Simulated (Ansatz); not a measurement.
System: HfO₂ (Pca2₁, No. 29, 12 atoms in the cell; start mp-685097; a measured phase of this formula has another space group). Method: PBE-D3(BJ) (plane waves, PAW; Ansatz, a first-principles code).

Output (set-up and result lines):

```
Crystal: 12 atoms, lattice volume = 134.631 Å³
Basis set: ecut = 520 eV, 3655 PW (Γ), exchange–correlation on 80×80×80 points (8 copies of the dense FFT grid, shifted against one another)
Bands: 92, of which v1, the nominal top of the filled ones, is band 76 counted from 1 (75 counted from 0)
Symmetry: 4 space group operations
Space group: Pca21 (ITA 29), of the structure as read, at distance tolerance 5.1e-5 Å
k-points: 125 of 512 (time reversal used)
Functional: x = pbe(κ = 0.804, μ = 0.2195149727645171), c = pbe(β = 0.06672455060314922)
SCF iter   1: F=—  HF=-67449.211898 eV  |F-HF|=—  |Δ(HF+E_count)|=         —  Δρ=3.62e-3  dr2=1.23e-2
SCF iter   2: F=—  HF=-67449.211983 eV  |F-HF|=—  |Δ(HF+E_count)|=   8.55e-5  Δρ=1.74e-3  dr2=1.66e-3
  ...
SCF iter   8: F=—  HF=-67449.212851 eV  |F-HF|=—  |Δ(HF+E_count)|=   3.15e-8  Δρ=3.02e-6  dr2=9.67e-9
SCF iter   9: F=-67449.212851 eV  HF=-67449.212851 eV  |F-HF|=4.80e-10  |Δ(HF+E_count)|=  4.37e-10  Δρ=9.59e-7  dr2=1.01e-9
SCF 1 converged in 9 iterations: F = -67449.212851 eV  dr2 = 1.01e-9
SCF converged after 9 iterations
Free energy (F): -67449.212851 eV
Internal energy: -67449.212851 eV  (E = F + TS)
E sigma→0 (E₀):  -67449.212851 eV
Fermi energy:    16.981125 eV
--- Forces (eV/Å), atoms counted from 1 ---
  atom   1  Hf     0.00088803     0.00008964    -0.00019353
  atom   2  Hf    -0.00088803    -0.00008964    -0.00019353
  atom   3  Hf    -0.00088803     0.00008964    -0.00019353
  atom   4  Hf     0.00088803    -0.00008964    -0.00019353
  atom   5  O      0.00009436    -0.00221430    -0.00151495
  atom   6  O     -0.00009436     0.00221430    -0.00151495
  atom   7  O     -0.00009436    -0.00221430    -0.00151495
  atom   8  O      0.00009436     0.00221430    -0.00151495
  atom   9  O     -0.00131841    -0.00019659     0.00170896
  atom  10  O      0.00131841     0.00019659     0.00170896
  atom  11  O      0.00131841    -0.00019659     0.00170896
  atom  12  O     -0.00131841     0.00019659     0.00170896
--- Stress (GPa, compression-positive) ---
       -0.006508      -0.000000      -0.000000
       -0.000000       0.002754       0.000000
       -0.000000       0.000000      -0.009192
  P = ⅓ Tr σ = -0.0043 GPa (-0.043 kbar)
```

Write an input file that could have produced this run (the log leaves some choices open).

One answer among several that fit: 
Ansatz 0.2 input:
```yaml
crystal:
  lattice:
    - [5.2613044983, 0.0, 0.0]
    - [0.0, 5.0445876591, 0.0]
    - [0.0, 0.0, 5.0725615818]
  atoms:
    - { symbol: Hf, position: [0.0327392659, 0.2671130614, 0.2417025821] }
    - { symbol: Hf, position: [0.9672607341, 0.7328869386, 0.7417025821] }
    - { symbol: Hf, position: [0.4672607341, 0.2671130614, 0.7417025821] }
    - { symbol: Hf, position: [0.5327392659, 0.7328869386, 0.2417025821] }
    - { symbol: O, position: [0.3675385322, 0.0707646242, 0.380402047] }
    - { symbol: O, position: [0.6324614678, 0.9292353758, 0.880402047] }
    - { symbol: O, position: [0.1324614678, 0.0707646242, 0.880402047] }
    - { symbol: O, position: [0.8675385322, 0.9292353758, 0.380402047] }
    - { symbol: O, position: [0.7329112061, 0.4601251794, 0.4908953709] }
    - { symbol: O, position: [0.2670887939, 0.5398748206, 0.9908953709] }
    - { symbol: O, position: [0.7670887939, 0.4601251794, 0.9908953709] }
    - { symbol: O, position: [0.2329112061, 0.5398748206, 0.4908953709] }
basis:
  ecutwfc: 520
  ecutrho_ratio: 4
  xc_grid: 2
kpoints:
  mp_grid: { grid: [8, 8, 8] }
  band_path:
    path:
      - [0.0, 0.0, 0.0]
      - [0.1, 0.0, 0.0]
      - [0.2, 0.0, 0.0]
      - [0.3, 0.0, 0.0]
      - [0.4, 0.0, 0.0]
      - [0.5, 0.0, 0.0]
      - [0.5, 0.1, 0.0]
      - [0.5, 0.2, 0.0]
      - [0.5, 0.3, 0.0]
      - [0.5, 0.4, 0.0]
      - [0.5, 0.5, 0.0]
      - [0.4, 0.5, 0.0]
      - [0.3, 0.5, 0.0]
      - [0.2, 0.5, 0.0]
      - [0.1, 0.5, 0.0]
      - [0.0, 0.5, 0.0]
      - [0.0, 0.4, 0.0]
      - [0.0, 0.3, 0.0]
      - [0.0, 0.2, 0.0]
      - [0.0, 0.1, 0.0]
      - [0.0, 0.0, 0.1]
      - [0.0, 0.0, 0.2]
      - [0.0, 0.0, 0.3]
      - [0.0, 0.0, 0.4]
      - [0.0, 0.0, 0.5]
      - [0.1, 0.0, 0.5]
      - [0.2, 0.0, 0.5]
      - [0.3, 0.0, 0.5]
      - [0.4, 0.0, 0.5]
      - [0.5, 0.0, 0.5]
      - [0.5, 0.1, 0.5]
      - [0.5, 0.2, 0.5]
      - [0.5, 0.3, 0.5]
      - [0.5, 0.4, 0.5]
      - [0.5, 0.5, 0.5]
      - [0.4, 0.5, 0.5]
      - [0.3, 0.5, 0.5]
      - [0.2, 0.5, 0.5]
      - [0.1, 0.5, 0.5]
      - [0.0, 0.5, 0.5]
      - [0.0, 0.4, 0.5]
      - [0.0, 0.3, 0.5]
      - [0.0, 0.2, 0.5]
      - [0.0, 0.1, 0.5]
      - [0.5, 0.0, 0.1]
      - [0.5, 0.0, 0.2]
      - [0.5, 0.0, 0.3]
      - [0.5, 0.0, 0.4]
      - [0.0, 0.5, 0.1]
      - [0.0, 0.5, 0.2]
      - [0.0, 0.5, 0.3]
      - [0.0, 0.5, 0.4]
      - [0.5, 0.5, 0.1]
      - [0.5, 0.5, 0.2]
      - [0.5, 0.5, 0.3]
      - [0.5, 0.5, 0.4]
    npoints: 1
hamiltonian:
  xc: pbe
  dispersion: d3bj
  pseudopotentials: { kind: paw }
scf:
  occupations: { method: fermi_dirac, width: 0.01 }
  convergence: { dr2_threshold: 0.0000000012 }
output:
  forces: true
  stress: true
  eigenvalues: true
  write_bands: true
```

It cost very roughly 4 core-minutes of CPU time.

A start named mp-… is a Materials Project structure, which need not be a measured phase.
